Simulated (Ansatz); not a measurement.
System: TiS (P-6m2, No. 187; cell taken from a computed entry). Method: LDA in Ansatz (plane waves, PAW).

Numerical settings: plane-wave cutoff 500 eV, 18×18×12 k mesh (along the axes of the cell as run), Fermi–Dirac smearing 0.05 eV, no spin polarisation, scalar-relativistic PAW data made under PBE.

Computed at the level's own relaxed cell.

**Question.** Predict the equilibrium volume per atom, lattice constant a and lattice parameter c.

**Answer.** 
* **equilibrium volume per atom**: 13.96 Å³/atom
* **lattice constant a**: 3.196 Å
* **lattice parameter c**: 3.158 Å

Note: the run has no spin polarisation, so it can have missed a magnetic state; the relaxation could not lower the start's symmetry, so the cell can be a saddle point above a distorted one.

Static lattice: no zero-point or thermal effects.

Cost on a shared machine: about 40 core-seconds (a rough figure).

Ansatz is a quantum-chemistry and plane-wave program.
